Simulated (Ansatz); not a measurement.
Input and output of a zone-centre phonon calculation for TiMo3 (Immm, 4 atoms in the cell) (Ansatz, a program for electronic structure).

Method: LDA (PW92), PAW files made with PBE (plane waves; Ansatz).

```yaml
crystal:
  lattice:
    - [-1.56346, 2.18377, 4.42093]
    - [1.56346, -2.18377, 4.42093]
    - [1.56346, 2.18377, -4.42093]
  atoms:
    - { symbol: Ti, position: [0.50000, 0.00000, 0.50000] }
    - { symbol: Mo, position: [0.75659, 0.75659, 0.00000] }
    - { symbol: Mo, position: [0.24341, 0.24341, 0.00000] }
    - { symbol: Mo, position: [0.00000, 0.50000, 0.50000] }
```

Reference input (self-consistent single point, DFT, LDA (PW92), plane waves, PAW files made with PBE): kpoints.mp_grid.grid = 7 7 7; hamiltonian.xc = lda; hamiltonian.pseudopotentials = {kind: paw} (an earlier, softer set of the program's PAW files); scf.occupations.method = fermi_dirac; scf.occupations.width = 0.1 eV. This run's input differs from it in these lines:

```diff
@@ -17,6 +17,4 @@
   occupations: { method: fermi_dirac, width: 0.1 eV }
-output:
-  forces: true
-  eigenvalues: true
-  stress: true
+phonons:
+  method: dfpt
```

Log, with long lists cut:

```
SCF iter   1: F=—  HF=-16988.743034 eV  |F-HF|=—  |Δ(HF+E_count)|=         —  Δρ=2.66e-1  dr2=9.28e1  ethr=3.10e-3  ⟨swp⟩=4.5  Hψ=6816  notcnv=0
all-band conjugate gradients solve this SCF's bands
preconditioner: auto → Kerker (q_TF=auto, 2.678 Å⁻¹)
SCF iter   2: F=—  HF=-16982.103766 eV  |F-HF|=—  |Δ(HF+E_count)|=    6.64e0  Δρ=1.30e-1  dr2=2.34e1  ethr=3.10e-3  ⟨swp⟩=2.8  Hψ=4352  notcnv=0
   [... lines left out ...]
SCF iter   8: F=—  HF=-16979.670546 eV  |F-HF|=—  |Δ(HF+E_count)|=   2.87e-6  Δρ=8.56e-6  dr2=4.30e-8  ethr=1.45e-9  ⟨swp⟩=2.0  Hψ=2433  notcnv=0
SCF iter   9: F=—  HF=-16979.670546 eV  |F-HF|=—  |Δ(HF+E_count)|=   1.36e-8  Δρ=1.68e-6  dr2=1.61e-9  ethr=7.97e-11  ⟨swp⟩=2.0  Hψ=3018  notcnv=0
SCF iter  10: F=—  HF=-16979.670546 eV  |F-HF|=—  |Δ(HF+E_count)|=  5.75e-10  Δρ=1.75e-7  dr2=1.50e-11  ethr=2.98e-12  ⟨swp⟩=2.0  Hψ=3670  notcnv=0
SCF iter  11: F=-16979.670546 eV  HF=-16979.670546 eV  |F-HF|=3.64e-12  |Δ(HF+E_count)|=    0.00e0  Δρ=3.61e-8  dr2=8.27e-13  ethr=1.00e-12  ⟨swp⟩=5.3  Hψ=8059  notcnv=0
SCF 1 converged in 11 iterations: F = -16979.670546 eV  dr2 = 8.27e-13
DFPT response loops at Γ: preconditioner auto → Kerker (q_TF=auto, 2.678 Å⁻¹) (partly filled bands, converged f_vac=0.000) …
Free energy (F): -16979.670546 eV
Internal energy: -16979.588898 eV  (E = F + TS)
E sigma→0 (E₀):  -16979.629722 eV
Entropy (-TS):   -0.081648 eV (-20.412 meV/atom)
Fermi energy:    19.641665 eV
--- Phonons (Γ-DFPT): 9 representative perturbations + reference, on 64 of 343 k-points (Σ response iterations 27) ---
  k mesh reduced under 4 symmetry operations, with k and −k counted as one. Each operation leaves every solved displacement unchanged or reverses it
  ASR residual: 8.554e-4 → 0.000e0 eV/Å²; symmetrization residual: 1.103e-5 eV/Å²
  ASR residual per site (eV/Å²): 7.54e-4 8.55e-4 8.55e-4 5.50e-4
  Γ frequencies (cm⁻¹): 0.00 0.00 0.00 190.03 196.42 207.35 218.90 233.08 249.38 252.06 276.75 308.13
  non-analytic LO–TO correction: not included (Born effective charges unavailable; polar crystals: no LO–TO splitting at Γ)
```

The run converged in 11 iterations. 

Summary of the result:
```
Property                                                                                                Result
--------------------------------------------------------  ----------------------------------------------------
Free energy E − TS (on the zero of these files)                                                 -16979.6705 eV
Fermi level (on the code's own zero)                                                                  19.64 eV
Zone-centre frequencies (cm⁻¹; negative means imaginary)  0, 0, 0, 190, 196, 207, 219, 233, 249, 252, 277, 308
```

The starting cell comes from a database of computed structures (which also holds hypothetical and non-ambient phases and stackings), without a prior relaxation at this level. Its lattice was rescaled by a random factor within 2.5 % of one. Spin polarisation is off.

Cost on one core of a shared machine: roughly 4 min.

Keys are those of Ansatz 0.2.
